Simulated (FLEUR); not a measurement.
FLEUR run on Rb₃Bi (Fm-3m, 4 atoms in the cell): self-consistent single point.

Method: FLEUR with LDA (Vosko-Wilk-Nusair), all-electron FLAPW (FLEUR), scalar-relativistic valence.

The change in words: lattice scaled by 0.98. Reference geometry:
```
CELL_PARAMETERS angstrom
      0.00000     4.42135     4.42135
      4.42135     0.00000     4.42135
      4.42135     4.42135     0.00000
ATOMIC_POSITIONS crystal
  Rb 0.75000 0.75000 0.75000
  Rb 0.25000 0.25000 0.25000
  Rb 0.50000 0.50000 0.50000
  Bi 0.00000 0.00000 0.00000
```

Reference input (self-consistent single point, DFT, LDA (Vosko-Wilk-Nusair), all-electron FLAPW (FLEUR), scalar-relativistic valence): Kmax = 3.8 1/bohr; GmaxXC = 15.2 1/bohr; xcFunctional = vwn; jspins = 1; l_soc = F; mode = hist; fermiSmearingEnergy = 0.00367493 Htr; mesh (inpgen div1-3) = 9 9 9; inpgen gamma flag = false; Gmax = 15.2 1/bohr; numbands = 0; maxIterBroyd = 15. This run's input differs from it in these lines:

```diff
@@ -4,5 +4,5 @@
 0.0000000000 0.7071067812 0.7071067812
-0.7071067812 -0.0000000000 0.7071067812
-0.7071067812 0.7071067812 -0.0000000000
-11.8159504812
+0.7071067812 0.0000000000 0.7071067812
+0.7071067812 0.7071067812 0.0000000000
+11.5796314181
 1.0 1.0 1.0
@@ -46,5 +46,5 @@
          <bravaisMatrix>
-            <row-1>    0.0000000000000000     8.3551387115799240     8.3551387115799240</row-1>
-            <row-2>    8.3551387115799240     0.0000000000000000     8.3551387115799240</row-2>
-            <row-3>    8.3551387115799240     8.3551387115799240     0.0000000000000000</row-3>
+            <row-1>    0.0000000000000000     8.1880358995350822     8.1880358995350822</row-1>
+            <row-2>    8.1880358995350822     0.0000000000000000     8.1880358995350822</row-2>
+            <row-3>    8.1880358995350822     8.1880358995350822     0.0000000000000000</row-3>
          </bravaisMatrix>
```

Log, with long lists cut:

```
 Iteration:     1   Distance:       4.08557473 me/bohr^3
 Iteration:     2   Distance:       3.74241861 me/bohr^3
 Iteration:     3   Distance:       2.16884815 me/bohr^3
 Iteration:     4   Distance:       1.26766788 me/bohr^3
 Iteration:     5   Distance:       0.70325152 me/bohr^3
   [... 9 lines left out ...]
 Iteration:    15   Distance:       0.00005040 me/bohr^3
 Iteration:    16   Distance:       0.00004546 me/bohr^3
 Iteration:    17   Distance:       0.00001914 me/bohr^3
 Iteration:    18   Distance:       0.00000836 me/bohr^3
 Run finished successfully
 Stop message:
   Structural relaxation: Done

[file out, last iteration]
             iter=     19
[...]
          total density-effective poten   -5.3016164434E+04
          total charge density-energy d   -6.7911350687E+02
 Updated energy parameters for spin:           1
[...]
 fermi energy and band-weighting factors:
    0.374806

[...]
FERMIE:
          first approx. to ef    (T=0)  :   0.164279 htr   (energy of the highest occ. eigenvalue)
          number of occ. states  (T=0)  :        735
          first approx. to seigv (T=0)  : -15.439006 htr
          sum of weights of occ. states :  21.000000
          sum of semicore charge        :   0.000000 e
FERHIS:  Fermi-Energy by histogram:
          bandgap                     :   0.005200 htr
   [... lines left out ...]
          charge neutrality (T=0)     :   0.000000    (zero if the highest occ. eigenvalue is "entirely" occupied)
     EF_NEWTON:  Adjust Fermi-Energy by Newton-Method.
 Direct bandgap for spin            1 :    3.6129957476206870E-002  Htr
 ---->    free energy=                    -30504.0008195401 htr
   [... lines left out ...]
 TOTAL FORCE FOR ATOM TYPE=  1  X= -4.094   Y= -4.094   Z= -4.094
                       FX_TOT= 0.000000 FY_TOT= 0.000000 FZ_TOT= 0.000000
 TOTAL FORCE FOR ATOM TYPE=  2  X=  8.188   Y=  8.188   Z=  8.188
                       FX_TOT= 0.000000 FY_TOT= 0.000000 FZ_TOT= 0.000000
 TOTAL FORCE FOR ATOM TYPE=  3  X=  0.000   Y=  0.000   Z=  0.000
                       FX_TOT= 0.000000 FY_TOT= 0.000000 FZ_TOT= 0.000000
 Structural relaxation: Done
```

The run converged in 18 iterations. FLEUR gives forces in its relaxation mode, with a further iteration, so its stop message speaks of a relaxation. Against the reference run the free energy drops by 4.8 meV/atom.

The starting cell comes from a database of computed structures (which also holds hypothetical and non-ambient phases and stackings), without a prior relaxation at this level. Its lattice was rescaled by a random factor within 2.5 % of one. For this run, on top of that: lattice scaled by 0.98. Spin-orbit coupling is off. Values depend on the basis (sphere radii, cutoffs, local orbitals), which need not be converged. The log's line on a gap gives a spacing of levels on this mesh, which the program prints for metals too.

Cost on one core of a shared machine: roughly 6 min.
